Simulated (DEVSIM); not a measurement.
illuminated Si n-on-p cell, one wavelength, with a back-surface field

Device: illuminated Si n-on-p cell, one wavelength, with a back-surface field, at 400 K.

```csv
layer (left to right),material,thickness (μm),Nd (cm⁻³),Na (cm⁻³),τn (s),τp (s),absorption coefficient (cm⁻¹)
1,Si,0.0660,9.1e17,-,1.4e-5,6.6e-6,24000
2,Si,69.0,-,9e16,0.00047,0.00047,24000
3,Si,1.60,-,7.6e18,0.00047,0.00047,24000
```

Left contact: ohmic, minority hole recombination velocity 400 cm/s. Right contact: ohmic, minority electron recombination velocity 10000 cm/s. Voltage is applied to the left contact. Recombination: SRH at mid-gap, radiative, Auger. Gap narrowing is on: ΔEg = 6.92 meV × (l + √(l² + 0.5)), l = ln(N/1.3e17 cm⁻³), shared equally by both band edges. Light enters at the left, 1e16 photons cm⁻² s⁻¹, one pass, no reflection. Mobility is μmin + (μ − μmin)/(1 + (N/Nref)^α).

Constants are typed, rounded textbook-type inputs, not results; the design itself was drawn at random and stands for no fabricated device. Values at 300 K; Nc and Nv go as T^1.5, mobilities as T to minus their exponent, the gap by Varshni's rule with the affinity fixed.

```
parameter               Si
----------------  --------
gap (eV)             1.124
affinity (eV)         4.05
permittivity          11.7
Nc (cm⁻³)          2.86e19
Nv (cm⁻³)           3.1e19
μn (cm²/Vs)           1417
μp (cm²/Vs)            470
μn,min                  52
μp,min                  45
Nref,n              9.7e16
Nref,p              2.2e17
αn                    0.68
αp                    0.72
T exponent of μn       2.3
T exponent of μp       2.2
B (cm³/s)          4.7e-15
Cn (cm⁶/s)         2.8e-31
Cp (cm⁶/s)         9.9e-32
Varshni α (eV/K)  0.000473
Varshni β (K)          636
```

Model (solved in DEVSIM): 1D drift-diffusion, Boltzmann statistics, complete ionisation; no tunnelling, impact ionisation, image-force lowering or self-heating.

The potential step across the device at zero bias comes out as 0.857 V. The dark forward voltage at 1 A/cm² is 0.601 V and the dark forward voltage at 100 A/cm² is 0.777 V. The short-circuit current is 1.60 mA/cm² and the open-circuit voltage is 0.379 V. The fill factor is 0.71 and the largest power is 0.431 mW/cm². The share of generated pairs collected at short circuit is 0.998.

Current under light (generator sign):

```json
[
 {"V (V)": "0.00", "J (mA/cm²)": "1.60"},
 {"V (V)": "0.04", "J (mA/cm²)": "1.60"},
 {"V (V)": "0.08", "J (mA/cm²)": "1.60"},
 {"V (V)": "0.12", "J (mA/cm²)": "1.60"},
 {"V (V)": "0.16", "J (mA/cm²)": "1.60"},
 {"V (V)": "0.22", "J (mA/cm²)": "1.58"},
 {"V (V)": "0.24", "J (mA/cm²)": "1.57"},
 {"V (V)": "0.26", "J (mA/cm²)": "1.55"},
 {"V (V)": "0.28", "J (mA/cm²)": "1.51"},
 {"V (V)": "0.30", "J (mA/cm²)": "1.44"},
 {"V (V)": "0.32", "J (mA/cm²)": "1.31"},
 {"V (V)": "0.34", "J (mA/cm²)": "1.08"},
 {"V (V)": "0.36", "J (mA/cm²)": "0.666"},
 {"V (V)": "0.38", "J (mA/cm²)": "-0.0680"}
]
```

Dark forward current:

```csv
V (V),J (A/cm²)
-0.05,-9.0e-8
-0.10,-4.7e-7
-0.20,-9.0e-6
-0.25,-3.8e-5
-0.35,-0.00070
-0.40,-0.0030
-0.50,-0.054
-0.55,-0.23
-0.65,-3.9
-0.70,-15
-0.80,-170
-0.85,-410
-0.95,-1500
-1.00,-2200
```
